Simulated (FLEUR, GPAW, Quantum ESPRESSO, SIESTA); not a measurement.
Code comparison for KZnF3 (Pm-3m, 5 atoms in the cell)

Self-consistent single point.

```xyz
5
Lattice="3.9937 0.0000 0.0000 0.0000 3.9937 0.0000 0.0000 0.0000 3.9937" Properties=species:S:1:pos:R:3 pbc="T T T"
K      0.0000     0.0000     0.0000
Zn     1.9969     1.9969     1.9969
F      1.9969     0.0000     1.9969
F      0.0000     1.9969     1.9969
F      1.9969     1.9969     0.0000
```

Shared settings, as Quantum ESPRESSO writes them: occupations = smearing; smearing = fd; degauss = 0.000734986 Ry; K_POINTS = automatic 4 4 4 0 0 0. Potentials and cutoffs stand in the table.

```csv
code,model,gap on the mesh (eV),cutoff
GPAW,"PBE+U, GPAW PAW datasets PBE (gpaw-data 1.0.1)",4.877,900 eV
Quantum ESPRESSO,"PBE+U, SSSP 1.1.2 efficiency (PBE) pseudopotentials",4.727,50 Ry
SIESTA,"GGA PBE+U, numerical atomic orbitals TZP, PseudoDojo PBE standard norm-conserving potentials (rewritten from UPF to PSML)",4.962,grid 350 Ry
FLEUR,"PBE+U, all-electron FLAPW (FLEUR), scalar-relativistic valence",4.928,Kmax 4.8 1/bohr
```

Hubbard term: ortho-atomic; U Zn-3d 5 eV.

Gaps are read on the mesh.

On GPAW's run: spin polarisation is off. The U value is a test value.

The spread over the programs that give each value: gap on the mesh within 0.235 eV.

SIESTA uses small atom-centred bases, whose incompleteness enters pressures, forces and empty levels differently from a plane-wave cutoff. FLEUR treats all electrons, but the usual bases taken here (sphere radii, linearisation, local orbitals, empty states) were not tested for convergence, so the values are no reference for the others. The same U acts on different projectors in each program, which moves gaps, moments and pressures. In the gap, SIESTA (by 0.160) and FLEUR (by 0.126) lie more than 0.12 eV from the median of the plane-wave programs.

The starting cell has typed, rounded lattice constants, without a prior relaxation at this level. Its lattice was rescaled by a random factor within 2.5 % of one.

Left out of this page: Ansatz (on a method kept out of this collection); Elk (unsound by tests on forces, stress, charge or solver warnings).
